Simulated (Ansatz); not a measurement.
An Ansatz (an electronic-structure program) input (Ansatz, PBEsol, PAW, cutoff 420 eV, no SOC):

Ansatz 0.2 input:
```yaml
crystal:
  lattice:
    - [0, 2.9551729977, 2.9551729977]
    - [2.9551729977, 0, 2.9551729977]
    - [2.9551729977, 2.9551729977, 0]
  atoms:
    - { symbol: Os, position: [0.25, 0.25, 0.25] }
    - { symbol: Hg, position: [0, 0, 0] }
basis: { ecutwfc: 420, ecutrho_ratio: 4, xc_grid: 2, fft_grid_basis: typed }
kpoints: { mp_grid: { grid: [14, 14, 14] } }
hamiltonian:
  xc: pbesol
  dispersion: none
  pseudopotentials: { kind: paw }
scf: { occupations: { method: fermi_dirac, width: 0.05 }, convergence: { dr2_threshold: 0.0000000002 } }
output: { forces: true, stress: true }
checkpoint: { write: state.ck, write_every: 1000 }
```

Task: Which symmetry and how many k-points will the program report, and about how many plane waves at Γ?

Result: Space group F-43m (ITA 216) with 24 operations, k-points 104 of 2744, and 965 plane waves at Γ.

Whether these cells are dynamically stable was not tested. All final runs are without spin polarisation. The cell was made from HgTe by this change: Te → Os; the result is a hypothetical phase, not in the database extracts checked. HgOs has a high density of states at the Fermi level and may be magnetic at this level.
